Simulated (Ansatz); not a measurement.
Levels about the gap of amorphous Si$_{24}$O$_{48}$Ta (73 atoms in a cell of 1101 Å³, 2.45 g/cm³; zone centre alone, so wide bands show as single levels with stretches between that a denser mesh fills), at the geometry that PBE relaxed, where it gives 1.8 GPa on a denser mesh. The participation number counts the atoms over which a state spreads; weights are charges in smoothed Voronoi cells. The levels come from a single point, so bond lengths are those of that geometry. Method of the levels: PBE, scalar-relativistic without spin-orbit coupling (Ansatz, an electronic-structure program). Sampling: the zone centre alone; Fermi-Dirac width 0.02 eV; collinear spin, started from a total moment of 1 μB (at the end a net moment of 1.0 μB). The usual formal charges leave 5 electrons over, so the level spacing at the Fermi energy parts defect or band states and needn't be the band gap. In the spin-polarised cell the level spacing at the Fermi energy can part levels of unlike spin. At PBE the levels at both edges of the gap are localised (band-tail or defect states), and the nearest spread-out levels lie 5.9 eV apart at the zone centre.

It comes from a melt-quench run on a machine-learned potential (CHGNet), relaxed afterwards by DFT. O atoms were pushed apart under 1.9 Å during the dynamics, to hinder bonds among them. The hot cell started wider than the set density and was brought back towards it in steps. It is the lowest in DFT energy of 2 quenches. It is a model cell: composition and starting density were chosen by hand, and all elements were melted together. No dispersion term was used. Its density started from a set value of 2.45 and ended at 2.45 g/cm³. The quench (nominally 400 K/ps over its main leg) was far faster than any real one, so the model tends to hold more defects than a real film. Values belong to this one cell and scatter from quench to quench. The volume was held where the preparation left it, at a PBE pressure of 1.8 GPa. Stress components on the final sampling reach 2.2 GPa.

| E - E(highest filled), eV | filling | spin | participation number | largest on | weight O | weight Si | weight Ta |
|---|---|---|---|---|---|---|---|
| -2.69 | filled | up | 5.3 | O, 2 neighbours | 0.93 | 0.07 | 0.00 |
| -2.69 | filled | dn | 5.3 | O, 2 neighbours | 0.93 | 0.07 | 0.00 |
| -2.46 | filled | up | 8.6 | O, 2 neighbours | 0.66 | 0.34 | 0.00 |
| -2.45 | filled | dn | 8.6 | O, 2 neighbours | 0.66 | 0.34 | 0.00 |
| -0.35 | filled | up | 2.8 | Si, 3 neighbours | 0.38 | 0.62 | 0.00 |
| -0.01 | filled | dn | 4.3 | Si, 3 neighbours | 0.36 | 0.64 | 0.00 |
| 0.00 | filled | up | 4.6 | Si, 3 neighbours | 0.36 | 0.64 | 0.00 |
| 1.55 | empty | dn | 3.5 | Si, 3 neighbours | 0.41 | 0.59 | 0.00 |
| 1.96 | empty | up | 5.7 | Si, 3 neighbours | 0.41 | 0.52 | 0.08 |
| 1.99 | empty | dn | 6.4 | Si, 3 neighbours | 0.40 | 0.50 | 0.10 |
| 2.14 | empty | up | 3.0 | Ta, 5 neighbours | 0.36 | 0.08 | 0.56 |
| 2.14 | empty | dn | 3.2 | Ta, 5 neighbours | 0.35 | 0.11 | 0.53 |
| 2.41 | empty | up | 3.1 | Ta, 5 neighbours | 0.36 | 0.09 | 0.55 |
| 2.41 | empty | dn | 3.1 | Ta, 5 neighbours | 0.36 | 0.10 | 0.54 |

Most localised among these is the filled level at -0.35 eV, on a Si atom, which has 3 neighbours (O 1.62 Å, O 1.66 Å, O 1.66 Å).
